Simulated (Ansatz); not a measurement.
How the Voigt–Reuss–Hill shear modulus of fluorite AuAl₂ moves with the method

No measured value is used here.

```json
[
 {"level (code)": "LDA (Ansatz)", "value (GPa)": "43.0", "cell (Å³/atom)": "17.61"},
 {"level (code)": "PBE (Ansatz)", "value (GPa)": "37.8", "cell (Å³/atom)": "18.55"},
 {"level (code)": "PBEsol (Ansatz)", "value (GPa)": "…", "cell (Å³/atom)": "18.03"},
 {"level (code)": "r²SCAN (Ansatz)", "value (GPa)": "44.6", "cell (Å³/atom)": "18.09"}
]
```

Task: Fill in the missing entries.

Result: 
- PBEsol (Ansatz, a quantum-chemistry and plane-wave program), value (GPa): 41.1

Density-functional levels without +SOC have no spin–orbit coupling. Each level is taken at its own relaxed cell. Cutoffs differ between the levels. Ansatz's density-functional and Hartree–Fock values are scalar-relativistic unless marked +SOC, with PAW data made under PBE.
